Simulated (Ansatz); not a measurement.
Base system: ZnO in the wurtzite structure (space group P6_3mc, No. 186; a = 3.2300 Å, c = 5.2144 Å). Axes: x lies along a and z along c of the hexagonal cell.

Structures relaxed with Kohn–Sham DFT with the PBEsol functional, run in Ansatz (a quantum-chemistry and plane-wave program) with PAW and 420 eV plane waves, no spin-orbit coupling.

Base:

Simulated powder pattern, Mo Kα, λ = 0.71073 Å (kinematic, ideal powder, no thermal factors, no anomalous dispersion; the 14 strongest lines at most, above 2 %, up to 2θ = 40°):

```json
[
 {"2θ (°)": "14.60", "I/Imax (%)": "50", "hkl": "(100)"},
 {"2θ (°)": "15.67", "I/Imax (%)": "39", "hkl": "(002)"},
 {"2θ (°)": "16.58", "I/Imax (%)": "100", "hkl": "(101)"},
 {"2θ (°)": "21.48", "I/Imax (%)": "24", "hkl": "(102)"},
 {"2θ (°)": "25.42", "I/Imax (%)": "39", "hkl": "(110)"},
 {"2θ (°)": "27.86", "I/Imax (%)": "39", "hkl": "(103)"},
 {"2θ (°)": "29.44", "I/Imax (%)": "5.9", "hkl": "(200)"},
 {"2θ (°)": "30.00", "I/Imax (%)": "33", "hkl": "(112)"},
 {"2θ (°)": "30.50", "I/Imax (%)": "17", "hkl": "(201)"},
 {"2θ (°)": "31.64", "I/Imax (%)": "3.0", "hkl": "(004)"},
 {"2θ (°)": "33.52", "I/Imax (%)": "5.6", "hkl": "(202)"},
 {"2θ (°)": "35.01", "I/Imax (%)": "3.2", "hkl": "(104)"},
 {"2θ (°)": "38.07", "I/Imax (%)": "13", "hkl": "(203)"},
 {"2θ (°)": "39.28", "I/Imax (%)": "4.0", "hkl": "(210)"}
]
```

After one change:

Simulated powder pattern, Mo Kα, λ = 0.71073 Å (kinematic, ideal powder, no thermal factors, no anomalous dispersion; the 14 strongest lines at most, above 2 %, up to 2θ = 40°):

```
2θ (°)  I/Imax (%)
------  ----------
14.78           48
15.48           39
16.69          100
21.46           23
25.74           37
27.71           41
29.80          5.7
30.17           32
30.83           17
31.25          3.1
33.75          5.4
34.73          3.3
38.18           13
39.78          3.8
```

**Question.** Which of these changes matches the shifts?
(A) biaxial strain −2.40 %, plane normal [001], relaxed out of plane
(B) biaxial strain −1.20 %, plane normal [001], relaxed out of plane
(C) biaxial strain −3.00 %, plane normal [001], relaxed out of plane
(D) biaxial strain −1.80 %, plane normal [001], relaxed out of plane

**Answer.** B, biaxial strain −1.20 %, plane normal [001], relaxed out of plane. Its volume per atom is 11.63 Å³ against 11.78 Å³, and its space group is P6_3mc (No. 186).

Stability against distortions was not tested.
